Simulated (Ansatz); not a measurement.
Consider Ge in the diamond structure (space group Fd-3m, No. 227; a = 5.622 Å). Axes: x, y, z lie along the cube axes.

The values are results of DFT with LDA, PAW potentials and a 420 eV plane-wave cutoff in Ansatz (a first-principles code), scalar-relativistic without spin-orbit coupling, not measurements.

Strains are applied to the cell and any free atomic positions relax.

One change was made to it. Results:

```json
[
 {"quantity": "pressure (mean of the normal stresses, compression positive)", "base": "0.0 GPa", "after": "0.0 GPa"},
 {"quantity": "energy relative to the base (free energy F)", "base": "0 meV/atom", "after": "+0.5 meV/atom"},
 {"quantity": "shortest interatomic distance", "base": "2.434 Å", "after": "2.430 Å"},
 {"quantity": "band gap", "base": "zero", "after": "zero"}
]
```

Problem. Name the change that was made.
(A) tensor shear ε_xy = +0.57 %
(B) tensor shear ε_xy = +2.00 %
(C) tensor shear ε_xy = +1.14 %
(D) tensor shear ε_xy = +1.71 %

Solution. A, tensor shear ε_xy = +0.57 %. For comparison, the energy relative to the base in the other runs: tensor shear ε_xy = +1.14 % gives +2.2 meV/atom; tensor shear ε_xy = +1.71 % gives +4.9 meV/atom; tensor shear ε_xy = +2.00 % gives +6.7 meV/atom.

Whether these cells are dynamically stable was not tested. Gaps under 0.05 eV, about the width of the smearing, are given as zero. The zero or small gap of Ge can change with the level of theory.
